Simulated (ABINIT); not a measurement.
A working ABINIT input for BaTl2 (P6_3/mmc, 6 atoms in the cell) (DFT, PBEsol, plane waves, norm-conserving pseudopotentials (PseudoDojo nc-sr-04 PBEsol standard)):

```
# BaTl2, PseudoDojo nc-sr-04 PBEsol standard
pp_dirpath "./"
pseudos "Ba.upf, Tl.upf"
acell 3*1.0 Angstrom
rprim
         5.2941101441   -0.0000000334    0.0000000000
        -2.6470550431    4.5848338919    0.0000000000
         0.0000000000    0.0000000000    8.6283400000
natom 6
ntypat 2
znucl 56 81
typat 1 1 2 2 2 2
xred
         0.0000000000    0.0000000000    0.2500000000
         0.0000000000    0.0000000000    0.7500000000
         0.3333333333    0.6666666667    0.4537300000
         0.6666666667    0.3333333333    0.5462700000
         0.6666666667    0.3333333333    0.9537300000
         0.3333333333    0.6666666667    0.0462700000
ecut 62 Ry
ixc -116133
occopt 7
tsmear 0.136 eV
nband 46
kptopt 1
ngkpt 4 4 2
nshiftk 1
shiftk 0 0 0
nstep 100
toldfe 1.0e-09
prtwf 0
prtden 0
prtvol 1
enunit 1
```

The run converged in 14 iterations: free energy E − TS -8132.54 eV; Fermi level (on the code's own zero) 5.34 eV; pressure -1.40 GPa; largest force (vector length) 0.033 eV/Å. Each of these slips is then made, one at a time:

(1)
```diff
-natom 6
+natom 7
```

(2)
```diff
-ecut 62 Ry
+ecut 15.6 Ry
```

Q: How does each altered input end?

A: 
(1) An atom count that does not match the list of atoms. The program stopped before any SCF iteration.
```
An error occurred reading data for keyword ` TYPAT`,
looking for 7 elements.
There is a problem with the input string:
XRED 0.0000000000 0.0000000000 0.2500000000 0.0000000000 0.0000000000 0.7500000000 0.3333333333 0.6666666667 0.4537300000 0.6666666667 0.3333333333 0.5462700000 0.6666666667 0.3333333333 0.9537300000 0.3333333333 0.6666666667 0.046 [...]
```

(2) A basis or grid far too coarse for these potentials. The run converged in 11 iterations without an error; against the sound input the free energy goes up by 60.8 eV/atom, the pressure goes from -1.40 to -456.6 GPa and the largest force goes from 0.033 to 0.352 eV/Å.

The starting cell comes from a database of computed structures (which also holds hypothetical and non-ambient phases and stackings), without a prior relaxation at this level. Without a gap this mesh is coarse (it stands for a supercell whose shortest vector is 17 Å).

Left out of this page: 2 runs of the series outside the window shown, repeating another row's setting, or not comparable; 1 run of the series stopped by limits of time or memory.
